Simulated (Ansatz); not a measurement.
## A computed series for PbSe: response to strain

Base system: PbSe in the rock salt structure (space group Fm-3m, No. 225; a = 6.041 Å). Axes: x, y, z lie along the cube axes.

Strains are applied to the cell and any free atomic positions relax; under biaxial strain the out-of-plane vector relaxes too.

Calculations: DFT with LDA, PAW potentials and a 420 eV plane-wave cutoff in Ansatz (an electronic-structure program), no spin-orbit coupling.

Notes on the quantities. pressure: mean of the normal stresses, compression positive; energy relative to the base: free energy F.

| change | pressure | shortest interatomic distance | energy relative to the base |
|---|---|---|---|
| base | 0.0 GPa | 3.020 Å | 0 meV/atom |
| biaxial strain −2.50 %, plane normal [111], relaxed out of plane | 1.3 GPa | 2.999 Å | (withheld) |
| biaxial strain −1.25 %, plane normal [111], relaxed out of plane | 0.6 GPa | 3.010 Å | +2.0 meV/atom |
| biaxial strain −0.83 %, plane normal [111], relaxed out of plane | 0.4 GPa | 3.013 Å | +0.9 meV/atom |
| biaxial strain −0.42 %, plane normal [111], relaxed out of plane | 0.2 GPa | 3.017 Å | +0.2 meV/atom |
| biaxial strain +0.42 %, plane normal [111], relaxed out of plane | -0.2 GPa | 3.024 Å | +0.2 meV/atom |
| biaxial strain +1.25 %, plane normal [111], relaxed out of plane | -0.6 GPa | 3.031 Å | +2.0 meV/atom |
| biaxial strain +1.67 %, plane normal [111], relaxed out of plane | (withheld) | 3.035 Å | (withheld) |
| biaxial strain +2.08 %, plane normal [111], relaxed out of plane | (withheld) | 3.039 Å | +5.4 meV/atom |
| biaxial strain +2.50 %, plane normal [111], relaxed out of plane | -1.2 GPa | 3.043 Å | +7.8 meV/atom |

Some entries are withheld; estimate them.


- biaxial strain −2.50 %, plane normal [111], relaxed out of plane, energy relative to the base: +8.3 meV/atom
- biaxial strain +1.67 %, plane normal [111], relaxed out of plane, pressure: -0.8 GPa
- biaxial strain +1.67 %, plane normal [111], relaxed out of plane, energy relative to the base: +3.5 meV/atom
- biaxial strain +2.08 %, plane normal [111], relaxed out of plane, pressure: -1.0 GPa

A case with no gap was solved on a k-mesh chosen for an insulator, which is coarse for it. No phonon test of stability was made. The final runs are not spin-polarised.
